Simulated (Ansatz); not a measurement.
Competing hops of interstitial Li in beta Ga2O3 with all lengths changed by -1 %, charge state +1

System: interstitial Li in beta Ga2O3 with all lengths changed by -1 % (charge state +1). Method: PBE, PAW (plane waves to 420 eV; Ansatz, a program for electronic structure).

Cell of 120 host sites held at the strained lattice (strain from the relaxed PBE one, atoms relaxed); the Γ point alone; Fermi-Dirac width 0.01 eV, spin-restricted; finite-size errors left in. Static, classical nuclei. The charge state is imposed; whether it is stable for some Fermi level was not computed. Sites that were not tried may lie lower.

Barriers: single points on a 2×2×2 k-point mesh shifted by half a step at the bands' geometries.

```tsv
Route	Start site over the lowest site run (eV)	Hop (Å)	Forward barrier (eV)	Backward barrier (eV)	Neighbours at the start	Neighbours at the saddle	Saddle order	Forward, on the band's own sampling (eV)
a direct jump of one Li atom	0.00	1.63	0.34	0.34	O at 1.74, 2 O at 1.84 Å	O at 1.72, O at 1.73 Å	not checked	0.34
a direct jump of one Li atom	0.51	1.92	0.15	0.15	2 Ga at 2.19; 2 O at 1.79, 2 O at 1.93 Å	2 O at 1.73 Å	not checked, on a symmetry element	0.14
```

Paths come from climbing-image nudged elastic band runs. Of the routes that converged and passed our checks, the lowest saddle point lies 0.34 eV above the lowest of the sites run (a direct jump of one Li atom); other sites, such as split forms, and other routes may lie lower. A band can be held on a symmetry element, so unchecked saddle points there may be too high. A further band (a direct jump of one Li atom, 1.13 Å) gave 0.008 eV forward on its own sampling, 0.52 eV above the lowest site run, but it is nearly flat, so it is not taken as a result.
